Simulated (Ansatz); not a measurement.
The parent structure is TiAl (space group P4/mmm, No. 123; a = 2.796 Å, c = 4.038 Å; relaxed with 0.1 eV smearing).

Level of theory: PBEsol in Ansatz (plane waves to 420 eV, PAW, without spin-orbit coupling).

Strains are applied to the cell and any free atomic positions relax.

One change was made to it. Results:

The energy grows by 1.3 meV/atom; the pressure (mean of the normal stresses, compression positive) goes from zero to -1.7 GPa.

Name the change that was made.
(A) isotropic strain +3.00 %
(B) isotropic strain +2.50 %
(C) isotropic strain −3.00 %
(D) isotropic strain +0.50 %

D, isotropic strain +0.50 %. For comparison, the energy relative to the base in the other runs: isotropic strain +2.50 % gives +31 meV/atom; isotropic strain −3.00 % gives +52 meV/atom; isotropic strain +3.00 % gives +44 meV/atom.

No phonon test of stability was made. The final runs are not spin-polarised.

Ansatz is an electronic-structure program.
